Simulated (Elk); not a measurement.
Band structure of Ca₂In₃Cu (Cm, 6 atoms in the cell).

```yaml
crystal:
  lattice:
    - [5.63320, -2.38552, 0.00000]
    - [5.63320, 2.38552, 0.00000]
    - [-5.03430, 0.00000, 5.66602]
  atoms:
    - { symbol: Ca, position: [0.54100, 0.54100, 0.29097] }
    - { symbol: Ca, position: [0.45526, 0.45526, 0.70493] }
    - { symbol: In, position: [0.85765, 0.85765, 0.31865] }
    - { symbol: In, position: [0.81752, 0.81752, 0.86922] }
    - { symbol: In, position: [0.15910, 0.15910, 0.09637] }
    - { symbol: Cu, position: [0.16947, 0.16947, 0.71986] }
```

Method: LDA (PW92), all-electron FP-LAPW, Elk's shipped species files, default APW+lo basis in Elk.

Settings: xctype = 3; rgkmax = 7; stype = 3; swidth = 0.00183747 Ha; ngridk = 4 4 3; rmtscf = 0.96.

The starting cell comes from a database of computed structures (which also holds hypothetical and non-ambient phases and stackings), without a prior relaxation at this level. Spin polarisation is off. Values depend on the basis (sphere radii, cutoffs, local orbitals), which need not be converged.

Levels in eV from the Fermi level, bands 44 to 51:
```tsv
point	44	45	46	47	48	49	50	51
X	-2.19	-1.02	-0.82	-0.08	0.25	0.85	1.26	2.26
Γ	-1.72	-1.40	-0.86	-0.18	-0.15	0.56	1.45	1.96
Y	-2.16	-1.05	-0.92	0.16	0.30	0.92	1.31	2.14
```

Bands cross the Fermi level along this path, so the cell is metallic at this level.
